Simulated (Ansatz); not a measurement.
Checking a run of Ansatz (an electronic-structure program) on PtSb2 (Pa-3, 12 atoms in the cell). The aim is a self-consistent single point with DFT, PBEsol, plane waves, PAW files made with PBE.

Cell that was meant: a = 6.3041 Å, b = 6.3041 Å, c = 6.3041 Å, α = 90.00°, β = 90.00°, γ = 90.00°.

Part of the input:

Ansatz 0.2 input:
```yaml
    - { symbol: Pt, position: [0.500000, 0.000000, 0.500000] }
    - { symbol: Pt, position: [0.000000, 0.000000, 0.000000] }
    - { symbol: Pt, position: [0.500000, 0.500000, 0.000000] }
basis:
  ecutwfc: 50
kpoints:
  mp_grid: { grid: [3, 3, 3] }
hamiltonian:
```

Log, with long lists cut:

```
   [... lines left out ...]
PAW frozen core: Pt, regenerated for the run's functional, and the local potential with it
Initial density: superposition of atomic densities (chi_scale 0.1, normalization cell, long waves kept (reshape's long-wave potential 0.00 eV rms))
Initial wavefunctions: pseudopotential atomic-orbital guess
Eigensolver: davidson
Functional: x = pbesol(κ = 0.804, μ = 0.12345679012345678), c = pbesol(β = 0.046)
SCF iter   1: F=—  HF=-96576.087413 eV  |F-HF|=—  |Δ(HF+E_count)|=         —  Δρ=1.52e0  dr2=5.82e3  ethr=3.10e-3  ⟨swp⟩=1.0  Hψ=810  notcnv=0
all-band conjugate gradients solve this SCF's bands
preconditioner: auto → LDOS
SCF iter   2: F=—  HF=-92932.819463 eV  |F-HF|=—  |Δ(HF+E_count)|=    3.64e3  Δρ=1.89e-1  dr2=1.06e2  ethr=3.10e-3  ⟨swp⟩=7.8  Hψ=2626  notcnv=0  defer=57
   [... lines left out ...]
SCF iter   7: F=—  HF=-92856.078754 eV  |F-HF|=—  |Δ(HF+E_count)|=   4.60e-5  Δρ=1.06e-4  dr2=4.04e-5  ethr=1.24e-6  ⟨swp⟩=3.2  Hψ=760  notcnv=0  defer=51
SCF iter   8: F=—  HF=-92856.077905 eV  |F-HF|=—  |Δ(HF+E_count)|=   8.49e-4  Δρ=3.43e-5  dr2=3.71e-6  ethr=2.10e-8  ⟨swp⟩=3.5  Hψ=879  notcnv=0  defer=51
SCF iter   9: F=-92856.077906 eV  HF=-92856.077906 eV  |F-HF|=3.29e-9  |Δ(HF+E_count)|=   1.22e-6  Δρ=6.61e-6  dr2=8.79e-8  ethr=5.21e-11  ⟨swp⟩=15.2  Hψ=2706  notcnv=0
SCF 1 converged in 9 iterations: F = -92856.077906 eV  dr2 = 8.79e-8
Free energy (F): -92856.077906 eV
Internal energy: -92856.063081 eV  (E = F + TS)
E sigma→0 (E₀):  -92856.070494 eV
Entropy (-TS):   -0.014826 eV (-1.235 meV/atom)
Fermi energy:    27.416010 eV
--- Forces (eV/Å), atoms counted from 1 ---
  atom   1  Sb     0.72327195    -0.72327195     0.72327195
  atom   2  Sb     0.72327195     0.72327195    -0.72327195
  atom   3  Sb     0.72327195     0.72327195     0.72327195
  atom   4  Sb    -0.72327195    -0.72327195    -0.72327195
  atom   5  Sb    -0.72327195     0.72327195     0.72327195
  atom   6  Sb    -0.72327195    -0.72327195     0.72327195
  atom   7  Sb     0.72327195    -0.72327195    -0.72327195
   [... lines left out ...]
--- Stress (GPa, compression-positive) ---
    -2833.548420       0.000000       0.000000
        0.000000   -2833.548420       0.000000
        0.000000       0.000000   -2833.548420
  P = ⅓ Tr σ = -2833.5484 GPa (-28335.484 kbar)
  The stress holds no Pulay correction (an occupied level lies too near the plane-wave cutoff): it is that at fixed plane waves, as pw.x and ABINIT print it
```

Is anything amiss in this input, and did it matter?

The run is not sound. The fault is this: a cutoff meant in Ry typed as a bare number, read as eV. A bare number is read in the key's own unit, and eV, Ry (13.6 eV) and Ha (27.2 eV) lie far apart, so the setting ends up far from the one that was meant. To fix it, convert the value to the unit that the key expects. The run converged in 9 iterations without an error; against the sound input the free energy goes up by 663 eV/atom, the pressure goes from 10.88 to -2834 GPa and the largest force goes from 0.105 to 1.253 eV/Å.

The sound input it was made from differs as follows (other fixes are possible):
```diff
-basis:
-  ecutwfc: 50
```

With that input, the run converged in 7 iterations: free energy E − TS (on the zero of these files) -100811.9739 eV; pressure 10.88 GPa; largest force (vector length) 0.105 eV/Å (DFT, PBEsol, plane waves, PAW files made with PBE).

On the sound input: the starting cell has typed, rounded lattice constants, without a prior relaxation at this level. Its lattice was rescaled by a random factor within 2.5 % of one. Spin-orbit coupling is off. Spin polarisation is off. With a pressure of about 11 GPa the cell is away from its equilibrium volume at this level. Ansatz's pressure includes its estimate of the finite-basis (Pulay) stress.
